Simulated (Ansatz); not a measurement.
The starting structures come from a database of crystals and need not be the phases stable at ambient conditions.

 Where the default PAW files enter, the runs use the earlier of Ansatz's two default sets.

By PBEsol, the system below comes out a metal.

Consider the following.

```xyz
8
Lattice="4.8412 0.0000 0.0000 0.0000 4.8412 0.0000 0.0000 0.0000 4.9400" Properties=species:S:1:pos:R:3 pbc="T T T"
Ge     0.0000     0.0000     0.0000
Ge     2.4206     2.4206     2.4700
Mo     3.6309     0.0000     2.4700
Mo     1.2103     0.0000     2.4700
Mo     2.4206     1.2103     0.0000
Mo     2.4206     3.6309     0.0000
Mo     0.0000     2.4206     3.7050
Mo     0.0000     2.4206     1.2350
```

Space group of this cell: P4_2/mmc. The cell is strained (lengths across the current scaled by 0.98, ions clamped); by PBEsol its mean pressure is 5.7 GPa.

The current flows along the normal of the first two printed cell vectors, the (001) (indices of the unstrained crystal) plane of the conventional cell. No spin-orbit coupling; the value is a mean over 0.1 eV about the Fermi level.

Task: Predict the ballistic conductance per area from PBEsol run with Ansatz (an electronic-structure program).

Result: 0.81 × 10¹⁵ S/m² for both spins.
